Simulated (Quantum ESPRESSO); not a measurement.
**How far to go with shifted k-point meshes: Rb (Im-3m, 1 atom in the cell)**

```yaml
crystal:
  lattice:
    - [-2.83347, 2.83347, 2.83347]
    - [2.83347, -2.83347, 2.83347]
    - [2.83347, 2.83347, -2.83347]
  atoms:
    - { symbol: Rb, position: [0.00000, 0.00000, 0.00000] }
```

Method: LDA (PW92), PseudoDojo standard norm-conserving (LDA) pseudopotentials (plane waves; Quantum ESPRESSO).

Base settings: ecutwfc = 45 Ry; occupations = smearing; smearing = fd; degauss = 0.0073499 Ry; potentials = {Rb: Rb.upf}; K_POINTS = automatic 8 8 8 0 0 0; conv_thr = 1e-11 Ry; mixing_beta = 0.4.

Only quantities that move along the ladder and can be compared are tabulated.

The count of work is k-points × plane waves × bands × iterations; it is no time. Core times come from one kind of shared machine, to one figure; runs under 30 s give none.

The starting cell has typed, rounded lattice constants, without a prior relaxation at this level. Its lattice was rescaled by up to half a per cent.

```tsv
K_POINTS	free energy less the last step's (meV/atom)	pressure (GPa)	count of work / last	core time / last (rough)
automatic 2 2 2 1 1 1	46.12	-0.22	0.0035	–
automatic 3 3 3 1 1 1	26.31	-0.36	0.0062	–
automatic 4 4 4 1 1 1	-10.14	-0.42	0.011	–
automatic 5 5 5 1 1 1	16.60	-0.40	0.018	–
automatic 6 6 6 1 1 1	-9.24	-0.44	0.025	–
automatic 7 7 7 1 1 1	4.89	-0.41	0.035	–
automatic 8 8 8 1 1 1	-2.52	-0.43	0.046	–
automatic 10 10 10 1 1 1	-0.46	-0.43	0.087	–
automatic 12 12 12 1 1 1	-0.10	-0.43	0.12	0.2
automatic 15 15 15 1 1 1	0.01	-0.42	0.21	0.3
automatic 18 18 18 1 1 1	0.02	-0.42	0.34	0.3
automatic 22 22 22 1 1 1	0.00	-0.42	0.57	0.7
automatic 27 27 27 1 1 1	0.00	-0.42	1.0	1
```

Coarsest K_POINTS that holds the free energy within 0.5 meV/atom of the last step, with all finer ones: automatic 10 10 10 1 1 1, at 0.087 of the last step's count of work; the step before is off by 2.5 meV/atom.

Coarsest K_POINTS that holds the pressure within 0.1 GPa of the last step, with all finer ones: automatic 3 3 3 1 1 1, at 0.0062 of the last step's count of work; the step before is off by 0.21 GPa.
